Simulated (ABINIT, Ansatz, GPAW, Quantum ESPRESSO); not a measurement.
Zn3Ir (I4/mmm, 4 atoms in the cell) computed with different codes at matched settings

Self-consistent single point.

```
Zn3Ir
1.0
   -1.85258     1.85258     4.03130
    1.85258    -1.85258     4.03130
    1.85258     1.85258    -4.03130
Zn Ir
3 1
Direct
  0.75000   0.25000   0.50000
  0.25000   0.75000   0.50000
  0.50000   0.50000   0.00000
  0.00000   0.00000   0.00000
```

All programs got the same cell, k-point mesh and kind of occupations (in Ansatz's words: kpoints.mp_grid.grid = 8 8 8; scf.occupations.method = gaussian; scf.occupations.width = 0.272 eV); potentials, basis and cutoffs are each program's usual ones.

| code | model | pressure (GPa) | cutoff |
|---|---|---|---|
| Ansatz | PBEsol, PAW files made with PBE | -4.88 | default |
| GPAW | PBEsol, GPAW PAW datasets PBEsol (made by gpaw-setup) | -4.92 | 850 eV |
| ABINIT | PBEsol, PAW (JTH v2.0 PBE PAW, files made for PBE) | -4.93 | 816 eV |
| Quantum ESPRESSO | PBEsol, PSlibrary ultrasoft (PBE) pseudopotentials | -6.37 | 50 Ry |

The spread over the programs that give each value: pressure within 1.49 GPa.

The starting cell comes from a database of computed structures (which also holds hypothetical and non-ambient phases and stackings), without a prior relaxation at this level. Its lattice was rescaled by a random factor within 2.5 % of one. On Ansatz's run: Spin-orbit coupling is off. Spin polarisation is off. In the base run, with a pressure of about -5 GPa the cell is away from its equilibrium volume at this level.

### Question
Why do the programs differ, and what cannot be compared?

### Answer
Differences of this kind can come from the potentials, where these differ, and from what each basis and cutoff leave unconverged. The valence holds different numbers of electrons (Ansatz (a first-principles code) 53, GPAW 51, ABINIT 51, Quantum ESPRESSO 45). The zero of total energies and Fermi levels follows the potentials and each program's conventions, so they are not compared here. Ansatz's pressure is given at a fixed set of plane waves, as the other plane-wave codes print theirs; with its correction for the finite basis it is -4.77 GPa. In the pressure, Quantum ESPRESSO (by 1.45) lies more than 1 GPa from the median of the plane-wave programs.

Left out of this page: Elk and FLEUR (not drawn, or without a comparable value); SIESTA (unsound by tests on forces, stress, charge or solver warnings).

Keys are those of Ansatz 0.2.
